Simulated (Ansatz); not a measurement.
Y₂Ge (model structure, started from the Ni2In type, P6₃/mmc, No. 194, 6 atoms in the cell)

All values below come from PBE (Ansatz, an electronic-structure program, PAW).

Settings: plane-wave cutoff 500 eV, 12×12×6 k mesh (along the axes of the cell as run), Fermi–Dirac smearing 0.05 eV, scalar-relativistic PAW data made under PBE.

Cell (relaxed at this level):

```
Y2Ge
1.0
    5.16378     0.00000     0.00000
   -2.58189     4.47196     0.00000
    0.00000     0.00000     6.39961
Ge Y
2 4
Cartesian
  0.00000   2.98131   1.59990
  2.58189   1.49065   4.79971
  0.00000   0.00000   0.00000
  0.00000   0.00000   3.19981
  0.00000   2.98131   4.79971
  2.58189   1.49065   1.59990
```

- band gap = zero (no gap)

Note: the relaxation could raise the start's symmetry but not lower it, so the cell can be a saddle point.

Spin–orbit coupling is not included.

Static lattice: no zero-point or thermal effects.

Cost on a shared machine: about 2.3 core-minutes (a rough figure).

A model structure was made by putting elements into a prototype or built by hand; it is no filed structure, need not be a known phase, and can be a saddle point held by its symmetry.
